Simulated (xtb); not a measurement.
xtb 6.7.1, GFN1-xTB: Zn(F)(nacnac)(NH3)2 (CC1=CC(C)=[N](C)->[Zn](<-[NH3])(<-[NH3])([F])[N]1C), 32 atoms. The geometry is a generated start, not checked to be a minimum at this level.

```yaml
method: GFN1-xTB
"--acc": 1 (default)
"--etemp (K)": 300 (default)
detailed input (--input): "none: ANC optimiser, Lindh (1995) Hessian, microcycle=20, maxdispl=1.0, hlow=0.01 (default)"
basis_functions: 90
valence_electrons: 76
```

Charge 0 and multiplicity 1 are set for this test and not shown to be the ground state.

The structure is relaxed from this start with --opt LEVEL for the levels crude, sloppy, loose, lax, normal, tight, vtight, extreme, once each. Up to the end of the extreme run atoms move by at most 2.6 Å along an axis.

Task: What is the loosest level that ends within 20 meV of the extreme run, and how many cycles does it take?

Result: normal: 97 cycles against 221, ending 2.7 meV above.

```json
[
 {"level": "crude", "cycles": "4", "energy above the extreme run (meV)": "160", "gradient norm (eV/Å)": "0.39"},
 {"level": "sloppy", "cycles": "12", "energy above the extreme run (meV)": "120", "gradient norm (eV/Å)": "0.18"},
 {"level": "loose", "cycles": "14", "energy above the extreme run (meV)": "120", "gradient norm (eV/Å)": "0.17"},
 {"level": "lax", "cycles": "23", "energy above the extreme run (meV)": "110", "gradient norm (eV/Å)": "0.054"},
 {"level": "normal", "cycles": "97", "energy above the extreme run (meV)": "2.7", "gradient norm (eV/Å)": "0.024"},
 {"level": "tight", "cycles": "122", "energy above the extreme run (meV)": "1.1", "gradient norm (eV/Å)": "0.0044"},
 {"level": "vtight", "cycles": "152", "energy above the extreme run (meV)": "0.48", "gradient norm (eV/Å)": "0.0028"},
 {"level": "extreme", "cycles": "221", "energy above the extreme run (meV)": "—", "gradient norm (eV/Å)": "0.0025"}
]
```
